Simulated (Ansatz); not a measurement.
The reference is ZnSnAs₂ in the chalcopyrite structure (space group I-42d, No. 122; a = 5.839 Å, c = 11.737 Å). Axes: x, y, z lie along a, b, c of the conventional cell.

Method: PBEsol (Ansatz, a program for electronic structure, PAW, spin-orbit coupling left out).

For the base:

The pressure is 0.0 GPa, the band gap comes out as zero and the shortest interatomic distance is 2.449 Å.

Modification: uniaxial strain ε_xx = −0.75 %, all other strain components held at zero, atoms relaxed at fixed cell.

**Question.** How does this affect the pressure?

**Answer.** The pressure (mean of the normal stresses, compression positive) goes from zero to 0.5 GPa.

**Question.** Estimate the effect on the energy relative to the base.

**Answer.** The energy grows by 0.4 meV/atom.

**Question.** How does this affect the band gap?

**Answer.** The band gap is still zero.

**Question.** Predict the new shortest interatomic distance.

**Answer.** The shortest interatomic distance falls by 0.007 Å, from 2.449 Å to 2.442 Å.

Whether these cells are dynamically stable was not tested. All final runs are without spin polarisation. Gaps under 0.05 eV, about the width of the smearing, are given as zero. A zero or small gap of ZnSnAs2 can be the functional's error rather than a property of the material.
